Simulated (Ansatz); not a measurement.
The reference is MoS2 in the 3R-MoS2 type structure (space group R3m, No. 160; a = 3.116 Å, c = 17.356 Å (hexagonal axes); layered, stacked along the Cartesian z axis).

One thing is altered: a free-standing slab of 3 layers (9 atoms, 3 a layer) is cut normal to the stacking axis, with 15 Å of vacuum and the in-plane cell relaxed.

Levels (all Ansatz, a first-principles code, PAW): PBEsol-D3(BJ) (420 eV, no spin-orbit coupling); r2SCAN (500 eV, no spin-orbit coupling); HSE06 (420 eV, spin-orbit coupling left out).

At the geometry relaxed with PBEsol-D3(BJ), these levels gave the following band gaps, in shuffled order: (a) 0.91 eV, (b) 0.74 eV, (c) 1.33 eV.

Match each gap to its level.

(a) r2SCAN; (b) PBEsol-D3(BJ); (c) HSE06.

Single points use the geometry relaxed with PBEsol-D3(BJ). HSE06 was sampled on its mesh, a few special points and the semilocal edge points, so its gap is an upper bound. Whether these cells are dynamically stable was not tested.
